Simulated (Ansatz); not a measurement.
Phonon-limited resistivity of TiSi₂ (Fddd) against temperature in μΩ·cm, Ansatz (a program for electronic structure) with PBEsol, DFPT electron-phonon coupling, linearised Boltzmann equation, harmonic crystal at a fixed cell. x, y and z are the axes of this cell:
```yaml
crystal:
  lattice:
    - [0.00000, 4.08476, 4.25446]
    - [2.37917, 0.00000, 4.25446]
    - [2.37917, 4.08476, 0.00000]
  atoms:
    - { symbol: Ti, position: [0.50000, 0.50000, 0.50000] }
    - { symbol: Ti, position: [0.75000, 0.75000, 0.75000] }
    - { symbol: Si, position: [0.83638, 0.16362, 0.83638] }
    - { symbol: Si, position: [0.16362, 0.83638, 0.16362] }
    - { symbol: Si, position: [0.41362, 0.08638, 0.41362] }
    - { symbol: Si, position: [0.08638, 0.41362, 0.08638] }
```

```json
[
 {"T": "50 K", "ρ (x)": "0.079", "ρ (y)": "0.082", "ρ (z)": "0.090"},
 {"T": "77 K", "ρ (x)": "0.46", "ρ (y)": "0.51", "ρ (z)": "0.54"},
 {"T": "100 K", "ρ (x)": "1.10", "ρ (y)": "1.24", "ρ (z)": "1.28"},
 {"T": "150 K", "ρ (x)": "3.1", "ρ (y)": "[?]", "ρ (z)": "3.6"},
 {"T": "200 K", "ρ (x)": "5.4", "ρ (y)": "[?]", "ρ (z)": "6.3"},
 {"T": "250 K", "ρ (x)": "7.7", "ρ (y)": "8.7", "ρ (z)": "8.9"},
 {"T": "273 K", "ρ (x)": "8.8", "ρ (y)": "9.9", "ρ (z)": "10.1"},
 {"T": "300 K", "ρ (x)": "10.0", "ρ (y)": "11.2", "ρ (z)": "11.5"},
 {"T": "350 K", "ρ (x)": "12.1", "ρ (y)": "13.6", "ρ (z)": "13.9"},
 {"T": "400 K", "ρ (x)": "14.2", "ρ (y)": "16.0", "ρ (z)": "16.3"},
 {"T": "500 K", "ρ (x)": "18.4", "ρ (y)": "21", "ρ (z)": "21"},
 {"T": "600 K", "ρ (x)": "22", "ρ (y)": "25", "ρ (z)": "26"},
 {"T": "800 K", "ρ (x)": "30", "ρ (y)": "34", "ρ (z)": "34"}
]
```

Problem. What belongs in the gaps?

Solution. 
- 150 K, ρ (y): 3.6
- 200 K, ρ (y): 6.2

A metal at this level (no band gap). Only scattering by harmonic phonons is included (no impurities, grain boundaries, electron-electron scattering or thermal expansion). Spin-orbit coupling is left out. Halving the electron mesh (24x24x24) moves the resistivity by up to 7 %. Smearing 0.20 eV; phonons on a 4x4x4 q mesh, which this run doesn't test and which matters most at low temperature.
